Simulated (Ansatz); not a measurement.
# Response to strain in Sn

Start from Sn in the diamond structure (space group Fd-3m, No. 227; a = 6.656 Å; relaxed with 0.1 eV smearing).

Strains are applied to the cell and any free atomic positions relax.

All numbers come from Ansatz (a quantum-chemistry and plane-wave program) PBE, spin-orbit coupling left out.

Notes on the quantities. energy relative to the base: free energy F.

```json
[
 {"isotropic strain (%)": "-3", "energy relative to the base (meV/atom)": "37.3"},
 {"isotropic strain (%)": "-2.5", "energy relative to the base (meV/atom)": "?"},
 {"isotropic strain (%)": "-1.5", "energy relative to the base (meV/atom)": "8.8"},
 {"isotropic strain (%)": "-0.5", "energy relative to the base (meV/atom)": "0.9"},
 {"isotropic strain (%)": "0", "energy relative to the base (meV/atom)": "0.0"},
 {"isotropic strain (%)": "0.5", "energy relative to the base (meV/atom)": "0.9"},
 {"isotropic strain (%)": "1", "energy relative to the base (meV/atom)": "3.6"},
 {"isotropic strain (%)": "1.5", "energy relative to the base (meV/atom)": "7.9"},
 {"isotropic strain (%)": "2.5", "energy relative to the base (meV/atom)": "21.0"}
]
```

Fit ΔE = Aε² + Bε³ (ε in %) to the rows shown and predict the withheld row.

Least squares on the printed values gives A = 3.72 and B = -0.14 meV/atom (largest residual 0.0 meV/atom); this predicts 25.5 meV/atom, and the run gives 25.4 meV/atom, in agreement.

Whether these cells are dynamically stable was not tested.
